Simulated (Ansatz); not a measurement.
## Response to strain in ZnSe

The reference is ZnSe in the zinc blende structure (space group F-43m, No. 216).

```
ZnSe
1.0
    0.00000     2.86650     2.86650
    2.86650     0.00000     2.86650
    2.86650     2.86650     0.00000
Zn Se
1 1
Cartesian
  0.00000   0.00000   0.00000
  1.43325   1.43325   1.43325
```

Strains are applied to the cell and any free atomic positions relax.

All numbers come from Ansatz (a first-principles code) PBE, no spin-orbit coupling.

| isotropic strain (%) | pressure (GPa) |
|---|---|
| -3 | 6.4 |
| -2.5 | ? |
| -2 | 3.9 |
| -1 | 1.8 |
| -0.5 | 0.9 |
| 0 | 0.0 |
| 0.5 | -0.8 |
| 2 | -2.9 |
| 3 | -4.1 |

Question: Fit P = P₀ − Bδ + Cδ² with δ = (1 + ε)³ − 1 to the rows shown and predict the withheld row.

Answer: Least squares on the printed values gives P₀ = 0.0 GPa, B = 58.4 GPa, C = 161 GPa (largest residual 0.1 GPa); this predicts 5.1 GPa, and the run gives 5.1 GPa, in agreement.

Whether these cells are dynamically stable was not tested.
